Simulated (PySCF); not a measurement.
PySCF 2.14.0, TPSSH/def2-svp, df: Mo(O)2(OMe)(Me) (C[O][Mo]([CH3])(=[O])=[O]), 12 atoms. The geometry is a generated start, not checked to be a minimum at this level.

| Quantity | Result |
|---|---|
| task | energy |
| method | tpssh |
| basis | def2-svp |
| two-electron scheme | density fitting |
| mol.max_memory | 3000 MB |
| mf.max_cycle | 100 |
| mf.init_guess | minao (default) |
| mf.DIIS | CDIIS (default) |
| mf.diis_space | 8 (default) |
| mf.conv_tol | 1e-09 (default) |
| mf.grids.level | 3 (default) |
| effective core potentials | those of the basis set, past Kr |
| basis functions | 131 |
| grid points | 151768 |

```xyz
12

Mo     0.1862     1.0733     0.5869
O      0.4438     2.4732    -0.2264
O     -0.1363     1.2031     2.1874
O      0.9302    -0.3765     0.0158
C      1.6083    -1.5224    -0.3824
H      1.0622    -2.4177    -0.0444
H      1.7121    -1.5455    -1.4776
H      2.6079    -1.5298     0.0692
C     -1.8261     0.7097    -0.0885
H     -2.5070     1.5007     0.2351
H     -2.2101    -0.2372     0.3084
H     -1.8711     0.6692    -1.1835
```

Charge 0 and multiplicity 1 are set for this test and not shown to be the ground state.

One run each on 2 threads, 1 BLAS thread. Values of level_shift (Hartree) tried: 0 (default), 0.1, 0.3, 1.

Q: How does the count of Fock builds change with level_shift (Hartree), and where is it least?

A: Fewest Fock builds, within one of each other: 0 (default) with 15, 0.1 with 15. The count rises to 38 at 1. All converge to one solution.

```csv
level_shift (Hartree),Fock builds,end
0 (default),15,same solution
0.1,15,same solution
0.3,18,same solution
1,38,same solution
```
